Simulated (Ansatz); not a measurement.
An Ansatz (an electronic-structure program) input (PBE in Ansatz (plane waves to 420 eV, PAW, no spin-orbit coupling)):

Ansatz 0.2 input:
```yaml
crystal:
  lattice:
    - [2.9809083079, 0, 0]
    - [1.490454154, 2.581542321, 0]
    - [0, 0, 2.817730057]
  atoms:
    - { symbol: W, position: [0, 0, 0] }
    - { symbol: C, position: [0.3333333333, 0.3333333333, 0.5] }
basis: { ecutwfc: 420, ecutrho_ratio: 4, xc_grid: 2, fft_grid_basis: typed }
kpoints: { mp_grid: { grid: [23, 23, 20] } }
hamiltonian:
  xc: pbe
  dispersion: none
  pseudopotentials: { kind: paw }
scf: { occupations: { method: fermi_dirac, width: 0.1 } }
relax: { f_tol: 0.005, max_steps: 50, cell: { stress_tol: 0.01, fix: [a, b, gamma] } }
output: { forces: true, stress: true }
checkpoint: { write: state.ck, write_every: 1000 }
```

Which symmetry and how many k-points will the program report, and about how many plane waves at Γ?

Space group P-6m2 (ITA 187) with 12 operations, k-points 616 of 10580, and 405 plane waves at Γ.

And the final pressure?

-10.54 GPa (compression positive).

The cells carry an imposed strain or load. Stability against distortions was not tested. All final runs are without spin polarisation. The cell was made from WC (space group P-6m2, No. 187) by this change: biaxial strain +2.00 %, plane normal [001], relaxed out of plane.
